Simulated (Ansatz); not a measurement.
Electronic density of states of amorphous Si₂₄O₅₃Nb₂, density 2.40 g/cm³, on a 2×2×2 Γ-centred mesh with a Gaussian width of 0.1 eV; energies count from the Fermi level, whose place inside the gap is arbitrary. Cell and mesh are small, so fine structure isn't converged. Calculation: PBE, scalar-relativistic without spin-orbit coupling (plane waves to 420 eV, PAW; Ansatz, an electronic-structure program). Sampling: a 2×2×2 Γ-centred mesh; Fermi-Dirac width 0.02 eV; no spin polarisation. At PBE the levels at both edges of the gap are localised (band-tail or defect states), and the nearest spread-out levels lie 5.2 eV apart at the zone centre.

The cell was made by melting and quenching with the CHGNet potential and then relaxed with DFT. O atoms were pushed apart under 1.9 Å during the dynamics, to hinder bonds among them. The hot cell started wider than the set density and was brought back towards it in steps. It is the lowest in DFT energy of 2 quenches. It is a model cell: composition and starting density were chosen by hand, and all elements were melted together. No dispersion term was used. Its density started from a set value of 2.40 and ended at 2.40 g/cm³. The simulated quench (nominally 480 K/ps over its main leg) is rapid and tends to freeze in more defects than a deposited or slowly cooled glass has. A cell of this size samples the disorder only roughly. The volume was held where the preparation left it and the shape relaxed, at a PBE pressure of 1.6 GPa. Stress components on the final sampling reach 1.6 GPa.

(E - EF (eV), states/(eV atom)): (-12.00, 0.00); (-11.90, 0.00); (-11.80, 0.00); (-11.70, 0.00); (-11.60, 0.00); (-11.50, 0.03); (-11.40, 0.11); (-11.30, 0.16); (-11.20, 0.15); (-11.10, 0.14); (-11.00, 0.16); (-10.90, 0.15); (-10.80, 0.14); (-10.70, 0.17); (-10.60, 0.20); (-10.50, 0.21); (-10.40, 0.19); (-10.30, 0.16); (-10.20, 0.15); (-10.10, 0.19); (-10.00, 0.22); (-9.90, 0.21); (-9.80, 0.12); (-9.70, 0.12); (-9.60, 0.18); (-9.50, 0.21); (-9.40, 0.19); (-9.30, 0.19); (-9.20, 0.21); (-9.10, 0.20); (-9.00, 0.15); (-8.90, 0.20); (-8.80, 0.25); (-8.70, 0.24); (-8.60, 0.26); (-8.50, 0.25); (-8.40, 0.23); (-8.30, 0.21); (-8.20, 0.21); (-8.10, 0.25); (-8.00, 0.38); (-7.90, 0.43); (-7.80, 0.48); (-7.70, 0.46); (-7.60, 0.42); (-7.50, 0.52); (-7.40, 0.53); (-7.30, 0.47); (-7.20, 0.42); (-7.10, 0.42); (-7.00, 0.31); (-6.90, 0.12); (-6.80, 0.11); (-6.70, 0.25); (-6.60, 0.34); (-6.50, 0.39); (-6.40, 0.28); (-6.30, 0.32); (-6.20, 0.38); (-6.10, 0.34); (-6.00, 0.43); (-5.90, 0.45); (-5.80, 0.32); (-5.70, 0.39); (-5.60, 0.53); (-5.50, 0.58); (-5.40, 0.63); (-5.30, 0.60); (-5.20, 0.57); (-5.10, 0.59); (-5.00, 0.59); (-4.90, 0.62); (-4.80, 0.70); (-4.70, 0.74); (-4.60, 0.81); (-4.50, 0.85); (-4.40, 0.81); (-4.30, 0.88); (-4.20, 0.91); (-4.10, 0.89); (-4.00, 0.91); (-3.90, 0.95); (-3.80, 0.90); (-3.70, 0.81); (-3.60, 0.71); (-3.50, 0.67); (-3.40, 0.69); (-3.30, 0.67); (-3.20, 0.70); (-3.10, 0.77); (-3.00, 0.86); (-2.90, 0.90); (-2.80, 0.76); (-2.70, 0.53); (-2.60, 0.45); (-2.50, 0.43); (-2.40, 0.40); (-2.30, 0.27); (-2.20, 0.15); (-2.10, 0.04); (-2.00, 0.02); (-1.90, 0.13); (-1.80, 0.28); (-1.70, 0.22); (-1.60, 0.13); (-1.50, 0.13); (-1.40, 0.09); (-1.30, 0.01); (-1.20, 0.00); (-1.10, 0.00); (-1.00, 0.00); (-0.90, 0.00); (-0.80, 0.00); (-0.70, 0.00); (-0.60, 0.00); (-0.50, 0.00); (-0.40, 0.00); (-0.30, 0.00); (-0.20, 0.00); (-0.10, 0.00); (0.00, 0.00); (0.10, 0.00); (0.20, 0.00); (0.30, 0.00); (0.40, 0.00); (0.50, 0.00); (0.60, 0.00); (0.70, 0.00); (0.80, 0.00); (0.90, 0.00); (1.00, 0.00); (1.10, 0.00); (1.20, 0.00); (1.30, 0.01); (1.40, 0.09); (1.50, 0.12); (1.60, 0.03); (1.70, 0.00); (1.80, 0.00); (1.90, 0.04); (2.00, 0.13); (2.10, 0.08); (2.20, 0.01); (2.30, 0.00); (2.40, 0.00); (2.50, 0.05); (2.60, 0.14); (2.70, 0.13); (2.80, 0.14); (2.90, 0.07); (3.00, 0.08); (3.10, 0.17); (3.20, 0.16); (3.30, 0.19); (3.40, 0.11); (3.50, 0.04); (3.60, 0.04); (3.70, 0.13); (3.80, 0.15); (3.90, 0.11); (4.00, 0.16); (4.10, 0.15); (4.20, 0.11); (4.30, 0.11); (4.40, 0.13); (4.50, 0.13); (4.60, 0.10); (4.70, 0.12); (4.80, 0.16); (4.90, 0.17); (5.00, 0.15); (5.10, 0.15); (5.20, 0.17); (5.30, 0.21); (5.40, 0.24); (5.50, 0.25); (5.60, 0.26); (5.70, 0.28); (5.80, 0.35); (5.90, 0.35); (6.00, 0.34); (6.10, 0.36); (6.20, 0.40); (6.30, 0.46); (6.40, 0.47)

The gap between localised states on this mesh is 2.94 eV; the broadening fills part of it in the curve.
